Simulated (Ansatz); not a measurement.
Input and output of a self-consistent single point for LaAl2 (R3m, 6 atoms in the cell) (Ansatz, an electronic-structure program).

Computed with PBEsol, default PAW files made with PBE (plane waves; Ansatz).

The change in words: lattice scaled by 0.98; basis.ecutwfc: 420 eV → 380 eV. Reference geometry:
```yaml
crystal:
  lattice:
    - [0.00000, 4.04414, 4.04414]
    - [4.04414, 0.00000, 4.04414]
    - [4.04414, 4.04414, 0.00000]
  atoms:
    - { symbol: La, position: [0.00357, 0.00357, 0.00357] }
    - { symbol: La, position: [0.25000, 0.25000, 0.25000] }
    - { symbol: Al, position: [0.62500, 0.62500, 0.62500] }
    - { symbol: Al, position: [0.12500, 0.62500, 0.62500] }
    - { symbol: Al, position: [0.62500, 0.62500, 0.12500] }
    - { symbol: Al, position: [0.62500, 0.12500, 0.62500] }
```

Reference input (self-consistent single point, DFT, PBEsol, plane waves, default PAW files made with PBE): basis.ecutwfc = 420 eV; kpoints.mp_grid.grid = 6 6 6; hamiltonian.xc = pbesol; hamiltonian.pseudopotentials = {kind: paw} (the program's default PAW files); scf.occupations.method = fermi_dirac; scf.occupations.width = 0.1 eV. This run's input differs from it in these lines:

Ansatz 0.2 input:
```diff
@@ -2,5 +2,5 @@
   lattice:
-    - [0.000000, 4.044143, 4.044143]
-    - [4.044143, 0.000000, 4.044143]
-    - [4.044143, 4.044143, 0.000000]
+    - [0.000000, 3.963260, 3.963260]
+    - [3.963260, 0.000000, 3.963260]
+    - [3.963260, 3.963260, 0.000000]
   atoms:
@@ -13,3 +13,3 @@
 basis:
-  ecutwfc: 420.0 eV
+  ecutwfc: 380.0 eV
 kpoints:
```

Output, abridged:

```
SCF iter   1: F=—  HF=-14423.723774 eV  |F-HF|=—  |Δ(HF+E_count)|=         —  Δρ=2.40e-3  dr2=6.79e-3  ethr=1.77e-3  ⟨swp⟩=6.3  Hψ=4000  notcnv=0
all-band conjugate gradients solve this SCF's bands
preconditioner: auto → Kerker (q_TF=auto, 2.198 Å⁻¹)
SCF iter   2: F=—  HF=-14423.721475 eV  |F-HF|=—  |Δ(HF+E_count)|=   2.30e-3  Δρ=1.39e-3  dr2=2.03e-3  ethr=2.00e-5  ⟨swp⟩=2.0  Hψ=1410  notcnv=0
SCF iter   3: F=—  HF=-14423.721407 eV  |F-HF|=—  |Δ(HF+E_count)|=   6.72e-5  Δρ=2.70e-4  dr2=1.84e-4  ethr=5.97e-6  ⟨swp⟩=2.1  Hψ=1226  notcnv=0
SCF iter   4: F=—  HF=-14423.721386 eV  |F-HF|=—  |Δ(HF+E_count)|=   2.14e-5  Δρ=9.53e-5  dr2=2.49e-5  ethr=5.40e-7  ⟨swp⟩=2.3  Hψ=900  notcnv=0
SCF iter   5: F=—  HF=-14423.721470 eV  |F-HF|=—  |Δ(HF+E_count)|=   8.43e-5  Δρ=1.36e-5  dr2=2.91e-7  ethr=7.32e-8  ⟨swp⟩=2.0  Hψ=1277  notcnv=0
SCF iter   6: F=-14423.721470 eV  HF=-14423.721470 eV  |F-HF|=2.06e-9  |Δ(HF+E_count)|=   5.27e-8  Δρ=2.00e-6  dr2=5.60e-9  ethr=2.94e-10  ⟨swp⟩=7.9  Hψ=3487  notcnv=0
SCF 1 converged in 6 iterations: F = -14423.721470 eV  dr2 = 5.60e-9
Free energy (F): -14423.721470 eV
Internal energy: -14423.605434 eV  (E = F + TS)
E sigma→0 (E₀):  -14423.663452 eV
Entropy (-TS):   -0.116036 eV (-19.339 meV/atom)
Fermi energy:    10.751558 eV
--- Forces (eV/Å), atoms counted from 1 ---
  atom   1  La    -0.14958478    -0.14958478    -0.14958478
  atom   2  La     0.01289149     0.01289149     0.01289149
  atom   3  Al     0.01355257     0.01355257     0.01355257
  atom   4  Al     0.05468139     0.03422912     0.03422912
  atom   5  Al     0.03422912     0.03422912     0.05468139
  atom   6  Al     0.03422912     0.05468139     0.03422912
--- Stress (GPa, compression-positive) ---
        3.964415      -0.127637      -0.127637
       -0.127637       3.964415      -0.127637
       -0.127637      -0.127637       3.964415
  P = ⅓ Tr σ = 3.9644 GPa (39.644 kbar)
  The stress holds the Pulay correction. Without it, at fixed plane waves, as pw.x and ABINIT print it: P = 3.8120 GPa
```

The run converged in 6 iterations. Against the reference run the free energy rises by 14.0 meV/atom, the pressure goes from -0.68 to 3.96 GPa and the largest force goes from 0.225 to 0.259 eV/Å.

The starting cell comes from a database of computed structures (which also holds hypothetical and non-ambient phases and stackings), without a prior relaxation at this level. Its lattice was rescaled by up to half a per cent. One atom was moved a little off its site on purpose. For this run, on top of that: lattice scaled by 0.98. Ansatz's pressure includes its estimate of the finite-basis (Pulay) stress. The cutoff lies below the one recommended for these files.
